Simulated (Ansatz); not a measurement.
A self-consistent single point of a (001) slab of Y2Ge (cut from a parent of space group no. 194; 12 atoms in the cell) with Ansatz (a quantum-chemistry and plane-wave program).

Computed with BLYP, default PAW files made with PBE (plane waves; Ansatz).

```yaml
crystal:
  lattice:
    - [4.97888, 0.00000, 0.00000]
    - [-2.48944, 4.31184, 0.00000]
    - [0.00000, 0.00000, 22.88930]
  atoms:
    - { symbol: Y, position: [0.00000, 0.00000, 0.46602] }
    - { symbol: Y, position: [0.00000, 0.00000, 0.33009] }
    - { symbol: Y, position: [0.33333, 0.66667, 0.39805] }
    - { symbol: Y, position: [0.66667, 0.33333, 0.26213] }
    - { symbol: Y, position: [0.00000, 0.00000, 0.73787] }
    - { symbol: Y, position: [0.00000, 0.00000, 0.60194] }
    - { symbol: Y, position: [0.33333, 0.66667, 0.66991] }
    - { symbol: Y, position: [0.66667, 0.33333, 0.53398] }
    - { symbol: Ge, position: [0.33333, 0.66667, 0.26213] }
    - { symbol: Ge, position: [0.66667, 0.33333, 0.39805] }
    - { symbol: Ge, position: [0.33333, 0.66667, 0.53398] }
    - { symbol: Ge, position: [0.66667, 0.33333, 0.66991] }
```

Reference input (self-consistent single point, DFT, PBEsol, plane waves, default PAW files made with PBE): basis.ecutwfc = 420 eV; kpoints.mp_grid.grid = 5 5 1; hamiltonian.xc = pbesol; hamiltonian.pseudopotentials = {kind: paw} (the program's default PAW files); scf.occupations.method = cold; scf.occupations.width = 0.2 eV. This run's input differs from it in these lines:

Ansatz 0.2 input:
```diff
@@ -23,3 +23,3 @@
 hamiltonian:
-  xc: pbesol
+  xc: blyp
   pseudopotentials: { kind: paw }
```

Log, with long lists cut:

```
SCF iter   1: F=—  HF=-48113.245017 eV  |F-HF|=—  |Δ(HF+E_count)|=         —  Δρ=7.39e-3  dr2=6.33e0  ethr=1.77e-3  ⟨swp⟩=7.8  Hψ=1669  notcnv=0
all-band conjugate gradients solve this SCF's bands
preconditioner: auto → LDOS
SCF iter   2: F=—  HF=-48113.134251 eV  |F-HF|=—  |Δ(HF+E_count)|=   1.11e-1  S|Δr|=    0.00e0  Δρ=2.82e-3  dr2=3.46e-1  ethr=1.77e-3  ⟨swp⟩=2.6  Hψ=623  notcnv=0  defer=8
   [... lines left out ...]
SCF iter   9: F=—  HF=-48113.127218 eV  |F-HF|=—  |Δ(HF+E_count)|=   1.61e-6  S|Δr|=    0.00e0  Δρ=6.98e-6  dr2=4.42e-7  ethr=1.27e-9  ⟨swp⟩=2.2  Hψ=762  notcnv=0  defer=5
SCF iter  10: F=—  HF=-48113.127218 eV  |F-HF|=—  |Δ(HF+E_count)|=   4.36e-7  S|Δr|=    0.00e0  Δρ=3.50e-6  dr2=1.26e-7  ethr=3.07e-10  ⟨swp⟩=2.2  Hψ=758  notcnv=0  defer=5
SCF iter  11: F=-48113.127218 eV  HF=-48113.127218 eV  |F-HF|=2.72e-9  |Δ(HF+E_count)|=   4.81e-8  S|Δr|=    0.00e0  Δρ=1.63e-6  dr2=2.41e-8  ethr=6.94e-11  ⟨swp⟩=14.8  Hψ=1635  notcnv=0
SCF 1 converged in 11 iterations: F = -48113.127218 eV  dr2 = 2.41e-8
Stability not checked (fill_not_monotonic)
Free energy (F): -48113.127218 eV
Internal energy: -48113.090676 eV  (E = F + TS)
E sigma→0 (E₀):  -48113.115038 eV
Entropy (-TS):   -0.036542 eV (-3.045 meV/atom)
Fermi energy:    6.015496 eV
--- Forces (eV/Å), atoms counted from 1 ---
  atom   1  Y     -0.00000000    -0.00000000    -0.00686210
  atom   2  Y      0.00000000    -0.00000000    -0.62748778
  atom   3  Y     -0.00000000    -0.00000000     0.05372038
  atom   4  Y      0.00000000     0.00000000    -0.74289922
   [... lines left out ...]
  atom  12  Ge     0.00000000     0.00000000     0.29777684
--- Stress (GPa, compression-positive) ---
        4.429740      -0.000000       0.000000
       -0.000000       4.429740       0.000000
        0.000000       0.000000       4.316950
  P = ⅓ Tr σ = 4.3921 GPa (43.921 kbar)
  The stress holds the Pulay correction. Without it, at fixed plane waves, as pw.x and ABINIT print it: P = 4.3843 GPa
```

The run converged in 11 iterations. Against the reference run the largest force goes from 0.978 to 1.412 eV/Å.

The starting cell was generated: these elements placed on a structure prototype, without a prior relaxation; it need not be a known phase or ordering of this composition. The slab is cut from that crystal, and its faces are unrelaxed. Its lattice was rescaled in the plane by a random factor within 2.5 % of one. Spin polarisation is off, though cut faces can carry moments; the slab shows no gap. The two faces of this cut differ, and no dipole correction was used. Forces in this geometry exceed 1 eV/Å.
